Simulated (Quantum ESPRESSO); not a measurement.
Input and output of a self-consistent single point for Ta2N3 (Pnma, 20 atoms in the cell) (Quantum ESPRESSO).

Level of theory: PBEsol, GBRV 1.5 ultrasoft (PBESOL) pseudopotentials (plane waves; Quantum ESPRESSO).

```yaml
crystal:
  lattice:
    - [8.20272, 0.00000, 0.00000]
    - [0.00000, 2.98648, 0.00000]
    - [0.00000, 0.00000, 8.16378]
  atoms:
    - { symbol: Ta, position: [0.02089, 0.25000, 0.68698] }
    - { symbol: Ta, position: [0.97911, 0.75000, 0.31302] }
    - { symbol: Ta, position: [0.47911, 0.75000, 0.18698] }
    - { symbol: Ta, position: [0.52089, 0.25000, 0.81302] }
    - { symbol: Ta, position: [0.19388, 0.25000, 0.00504] }
    - { symbol: Ta, position: [0.80612, 0.75000, 0.99496] }
    - { symbol: Ta, position: [0.30612, 0.75000, 0.50504] }
    - { symbol: Ta, position: [0.69388, 0.25000, 0.49496] }
    - { symbol: N, position: [0.45382, 0.25000, 0.37467] }
    - { symbol: N, position: [0.54618, 0.75000, 0.62533] }
    - { symbol: N, position: [0.04618, 0.75000, 0.87467] }
    - { symbol: N, position: [0.95382, 0.25000, 0.12533] }
    - { symbol: N, position: [0.12098, 0.25000, 0.45141] }
    - { symbol: N, position: [0.87902, 0.75000, 0.54859] }
    - { symbol: N, position: [0.37902, 0.75000, 0.95141] }
    - { symbol: N, position: [0.62098, 0.25000, 0.04859] }
    - { symbol: N, position: [0.28016, 0.25000, 0.69961] }
    - { symbol: N, position: [0.71984, 0.75000, 0.30039] }
    - { symbol: N, position: [0.21984, 0.75000, 0.19961] }
    - { symbol: N, position: [0.78016, 0.25000, 0.80039] }
```

Reference input (self-consistent single point, DFT, PBEsol, plane waves, GBRV 1.5 ultrasoft (PBESOL) pseudopotentials): ecutwfc = 40 Ry; ecutrho = 320 Ry; occupations = smearing; smearing = marzari-vanderbilt; degauss = 0.0073499 Ry; potentials = {Ta: ta_pbesol_v1.uspp.F.UPF, N: n_pbesol_v1.2.uspp.F.UPF}; K_POINTS = automatic 3 8 3 1 1 1; conv_thr = 1e-10 Ry; mixing_beta = 0.5. This run's input differs from it in these lines:

```diff
@@ -51,3 +51,3 @@
 K_POINTS automatic
-3 8 3  1 1 1
+5 12 5  1 1 1
```

The program printed (abridged):

```
     Self-consistent Calculation

     iteration #  1     ecut=    40.00 Ry     beta= 0.50

     negative rho (up, down):  7.632E-01 0.000E+00

     total energy              =   -1374.04491892 Ry
     estimated scf accuracy    <       7.26883698 Ry

     iteration #  2     ecut=    40.00 Ry     beta= 0.50

     negative rho (up, down):  7.715E-01 0.000E+00

     total energy              =   -1375.90176681 Ry
     estimated scf accuracy    <       5.37136367 Ry

     iteration #  3     ecut=    40.00 Ry     beta= 0.50

     negative rho (up, down):  7.752E-01 0.000E+00

     total energy              =   -1376.84815673 Ry
     estimated scf accuracy    <       0.09162906 Ry

   [... 12 blocks of this kind left out ...]

     iteration # 16     ecut=    40.00 Ry     beta= 0.50

     negative rho (up, down):  7.875E-01 0.000E+00

     total energy              =   -1376.90077311 Ry
     estimated scf accuracy    <          1.5E-10 Ry

     iteration # 17     ecut=    40.00 Ry     beta= 0.50

     negative rho (up, down):  7.875E-01 0.000E+00
     End of self-consistent calculation

     the Fermi energy is    18.5630 ev

!    total energy              =   -1376.90077311 Ry
     estimated scf accuracy    <          5.9E-11 Ry
     smearing contrib. (-TS)   =       0.00003984 Ry
     internal energy E=F+TS    =   -1376.90081295 Ry

     convergence has been achieved in  17 iterations

     negative rho (up, down):  7.875E-01 0.000E+00

     Forces acting on atoms (cartesian axes, Ry/au):

     atom    1 type  1   force =    -0.00211414    0.00000000    0.00049987
     atom    2 type  1   force =     0.00211414    0.00000000   -0.00049987
     atom    3 type  1   force =     0.00211414    0.00000000    0.00049987
     atom    4 type  1   force =    -0.00211414   -0.00000000   -0.00049987
     atom    5 type  1   force =     0.00248186    0.00000000   -0.00187581
   [... lines left out ...]
     Total force =     0.013334     Total SCF correction =     0.000012
   [... lines left out ...]

     negative rho (up, down):  7.875E-01 0.000E+00
          total   stress  (Ry/bohr**3)                   (kbar)     P=      -71.43
  -0.00049620   0.00000000   0.00000000          -72.99        0.00        0.00
   0.00000000  -0.00047694   0.00000000            0.00      -70.16        0.00
   0.00000000   0.00000000  -0.00048367            0.00        0.00      -71.15

   JOB DONE.
```

The run converged in 17 iterations. Against the reference run the free energy hardly moves (within 1 meV/atom), the pressure stays near -7.14 GPa while the yy stress (positive for compression) goes from -6.62 to -7.02 GPa and the largest force goes from 0.125 to 0.098 eV/Å.

The starting cell comes from a database of computed structures (which also holds hypothetical and non-ambient phases and stackings), without a prior relaxation at this level. Spin polarisation is off. With a pressure of about -7 GPa the cell is away from its equilibrium volume at this level.

Cost on one core of a shared machine: roughly 20 min.
